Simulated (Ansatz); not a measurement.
Electronic density of states of amorphous Si₁₂Ga₁₂O₄₂, density 3.33 g/cm³, on a 2×2×2 Γ-centred mesh with a Gaussian width of 0.1 eV; energies count from the Fermi level, whose place inside the gap is arbitrary. Cell and mesh are small, so fine structure isn't converged. Calculation: PBE, scalar-relativistic without spin-orbit coupling (plane waves to 420 eV, PAW; Ansatz, a quantum-chemistry and plane-wave program). Sampling: a 2×2×2 Γ-centred mesh; Fermi-Dirac width 0.02 eV; no spin polarisation. At PBE the levels at the filled edge of the gap are localised (band-tail or defect states), and the nearest spread-out levels lie 3.4 eV apart at the zone centre.

A CHGNet melt-quench gave the starting glass, which DFT then relaxed. O atoms were pushed apart under 1.9 Å during the dynamics, to hinder bonds among them. The hot cell started wider than the set density and was brought back towards it in steps. It is the lowest in DFT energy of 2 quenches. It is a model cell: composition and starting density were chosen by hand, and all elements were melted together. No dispersion term was used. Its density started from a set value of 3.49 and ended at 3.33 g/cm³. Cooling (nominally 240 K/ps over its main leg) ran many orders faster than in experiment, which tends to leave more defects and strain. Values belong to this one cell and scatter from quench to quench. Volume and shape were free in the relaxation.

(E - EF (eV), states/(eV atom)): (-12.00, 0.00); (-11.90, 0.00); (-11.80, 0.00); (-11.70, 0.00); (-11.60, 0.00); (-11.50, 0.00); (-11.40, 0.00); (-11.30, 0.00); (-11.20, 0.00); (-11.10, 0.00); (-11.00, 0.00); (-10.90, 0.00); (-10.80, 0.00); (-10.70, 0.01); (-10.60, 0.06); (-10.50, 0.13); (-10.40, 0.09); (-10.30, 0.04); (-10.20, 0.10); (-10.10, 0.13); (-10.00, 0.05); (-9.90, 0.04); (-9.80, 0.09); (-9.70, 0.10); (-9.60, 0.06); (-9.50, 0.03); (-9.40, 0.10); (-9.30, 0.20); (-9.20, 0.26); (-9.10, 0.20); (-9.00, 0.13); (-8.90, 0.12); (-8.80, 0.13); (-8.70, 0.19); (-8.60, 0.24); (-8.50, 0.21); (-8.40, 0.20); (-8.30, 0.24); (-8.20, 0.25); (-8.10, 0.23); (-8.00, 0.28); (-7.90, 0.33); (-7.80, 0.29); (-7.70, 0.29); (-7.60, 0.31); (-7.50, 0.28); (-7.40, 0.31); (-7.30, 0.36); (-7.20, 0.29); (-7.10, 0.21); (-7.00, 0.19); (-6.90, 0.21); (-6.80, 0.26); (-6.70, 0.29); (-6.60, 0.29); (-6.50, 0.32); (-6.40, 0.42); (-6.30, 0.52); (-6.20, 0.51); (-6.10, 0.44); (-6.00, 0.43); (-5.90, 0.47); (-5.80, 0.49); (-5.70, 0.44); (-5.60, 0.43); (-5.50, 0.46); (-5.40, 0.48); (-5.30, 0.52); (-5.20, 0.56); (-5.10, 0.55); (-5.00, 0.56); (-4.90, 0.50); (-4.80, 0.49); (-4.70, 0.52); (-4.60, 0.53); (-4.50, 0.47); (-4.40, 0.55); (-4.30, 0.58); (-4.20, 0.58); (-4.10, 0.62); (-4.00, 0.66); (-3.90, 0.71); (-3.80, 0.64); (-3.70, 0.48); (-3.60, 0.50); (-3.50, 0.64); (-3.40, 0.75); (-3.30, 0.80); (-3.20, 0.76); (-3.10, 0.76); (-3.00, 0.85); (-2.90, 0.82); (-2.80, 0.78); (-2.70, 0.85); (-2.60, 0.86); (-2.50, 0.85); (-2.40, 0.73); (-2.30, 0.75); (-2.20, 0.86); (-2.10, 0.83); (-2.00, 0.87); (-1.90, 0.73); (-1.80, 0.44); (-1.70, 0.37); (-1.60, 0.27); (-1.50, 0.15); (-1.40, 0.15); (-1.30, 0.04); (-1.20, 0.00); (-1.10, 0.00); (-1.00, 0.00); (-0.90, 0.00); (-0.80, 0.00); (-0.70, 0.00); (-0.60, 0.00); (-0.50, 0.00); (-0.40, 0.00); (-0.30, 0.00); (-0.20, 0.00); (-0.10, 0.00); (0.00, 0.00); (0.10, 0.00); (0.20, 0.00); (0.30, 0.00); (0.40, 0.00); (0.50, 0.00); (0.60, 0.00); (0.70, 0.00); (0.80, 0.00); (0.90, 0.00); (1.00, 0.00); (1.10, 0.00); (1.20, 0.00); (1.30, 0.01); (1.40, 0.02); (1.50, 0.01); (1.60, 0.00); (1.70, 0.02); (1.80, 0.03); (1.90, 0.04); (2.00, 0.06); (2.10, 0.08); (2.20, 0.09); (2.30, 0.08); (2.40, 0.06); (2.50, 0.04); (2.60, 0.03); (2.70, 0.02); (2.80, 0.02); (2.90, 0.03); (3.00, 0.06); (3.10, 0.07); (3.20, 0.05); (3.30, 0.11); (3.40, 0.12); (3.50, 0.13); (3.60, 0.16); (3.70, 0.18); (3.80, 0.18); (3.90, 0.21); (4.00, 0.20); (4.10, 0.18); (4.20, 0.14); (4.30, 0.09); (4.40, 0.10); (4.50, 0.09); (4.60, 0.13); (4.70, 0.20); (4.80, 0.21); (4.90, 0.18); (5.00, 0.18); (5.10, 0.16); (5.20, 0.12); (5.30, 0.12); (5.40, 0.17); (5.50, 0.22); (5.60, 0.24); (5.70, 0.24); (5.80, 0.25); (5.90, 0.34); (6.00, 0.36); (6.10, 0.31); (6.20, 0.36); (6.30, 0.38); (6.40, 0.35); (6.50, 0.40); (6.60, 0.40); (6.70, 0.42); (6.80, 0.42); (6.90, 0.43); (7.00, 0.43); (7.10, 0.47)

The level gap on this mesh is 2.78 eV; the broadening fills part of it in the curve.
